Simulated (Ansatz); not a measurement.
Base system: ZnGeP2 in the chalcopyrite structure (space group I-42d, No. 122).

```
ZnGeP2
1.0
   -2.74995     2.74995     5.42237
    2.74995    -2.74995     5.42237
    2.74995     2.74995    -5.42237
Zn Ge P
2 2 4
Direct
  0.00000   0.00000   0.00000
  0.75000   0.25000   0.50000
  0.50000   0.50000   0.00000
  0.25000   0.75000   0.50000
  0.87500   0.87162   0.49662
  0.12838   0.62500   0.00338
  0.37500   0.37838   0.50338
  0.62162   0.12500   0.99662
```

Level of theory: PBE (Ansatz, a program for electronic structure, PAW, without spin-orbit coupling).

Base values:

* **Lattice parameter a**: 550.0 pm

Now apply this change: a negative pressure, −2 GPa.

Task: What does the calculation give for the lattice parameter a after the change?

Result: The lattice parameter a increases by 5.3 pm (550.0 pm → 555.3 pm).

Load acts through the strain it causes; cell and atoms are relaxed under it. Stability against distortions was not tested.
